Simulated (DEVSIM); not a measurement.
System: abrupt GaAs p-n junction, at 250 K.

| layer (left to right) | material | thickness (μm) | Nd (cm⁻³) | Na (cm⁻³) | τn (s) | τp (s) |
|---|---|---|---|---|---|---|
| 1 | GaAs | 1.20 | - | 4.7e17 | 1.1e-8 | 1.1e-8 |
| 2 | GaAs | 94.0 | 2.3e15 | - | 1.1e-8 | 1.1e-8 |

Left contact: ohmic. Right contact: ohmic. Voltage is applied to the left contact. Recombination: SRH at mid-gap, radiative. Mobility is constant in doping.

This is a model device: material constants are rounded textbook-type values typed into the input, and sizes, dopings and lifetimes were drawn at random. Values at 300 K; Nc and Nv go as T^1.5, mobilities as T to minus their exponent, the gap by Varshni's rule with the affinity fixed.

```tsv
parameter	GaAs
gap (eV)	1.424
affinity (eV)	4.07
permittivity	12.9
Nc (cm⁻³)	4.7e17
Nv (cm⁻³)	9e18
μn (cm²/Vs)	8500
μp (cm²/Vs)	400
T exponent of μn	2.1
T exponent of μp	2.2
B (cm³/s)	2e-10
Varshni α (eV/K)	0.000541
Varshni β (K)	204
```

DEVSIM, 1D drift-diffusion, Boltzmann statistics, complete ionisation; no tunnelling, impact ionisation, image-force lowering or self-heating.

The doping Nd of layer 2 was swept, all else fixed.

```csv
doping Nd of layer 2 (cm^-3),largest field in the device at zero bias (V/cm),potential step across the device at zero bias (V),dark forward voltage at 1 A/cm² (V)
6.9e13,33000,1.204,1.123
2.3e14,33000,1.230,1.091
6.9e14,35000,1.254,1.093
2.3e15,40000,1.280,1.107
6.9e15,53000,1.303,1.120
2.3e16,(withheld),1.329,1.129
6.9e16,150000,1.353,1.132
```

Task: Complete the blanks.

Result: 
- 2.3e16, largest field in the device at zero bias (V/cm): 89000
